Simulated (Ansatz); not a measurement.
Consider BaCd₂P₂ (space group P-3m1, No. 164; a = 4.368 Å, c = 7.468 Å; a cell from a computed database, its experimental status unchecked). Axes: x lies along a and z along c of the hexagonal cell.

Modification: uniaxial stress, 8 GPa compression along x, with the cell and atoms free to relax against it.

Levels (all Ansatz, a first-principles code, PAW): PBEsol (420 eV, scalar-relativistic without spin-orbit coupling); PBEsol+SOC (420 eV, noncollinear with spin-orbit coupling).

The geometry is relaxed with PBEsol.

| Quantity | Result |
|---|---|
| PBEsol valence-band top at Γ | 0.00, -0.56, -0.69 eV |
| PBEsol band gap | 0.33 eV |
| PBEsol pressure | 2.67 GPa |

With PBEsol+SOC at the same geometry, the valence-band top at Γ (three highest Kramers pairs, from the VBM) changes from 0.00, -0.56, -0.69 eV to 0.00, -0.56, -0.70 eV; the band gap remains 0.33 eV; the pressure drops by 0.07 GPa to 2.60 GPa.

Single points use the geometry relaxed with PBEsol. The spin-orbit shifts are approximate. Load acts through the strain it causes; cell and atoms are relaxed under it. Beyond what the load breaks, stability against distortions was not tested.
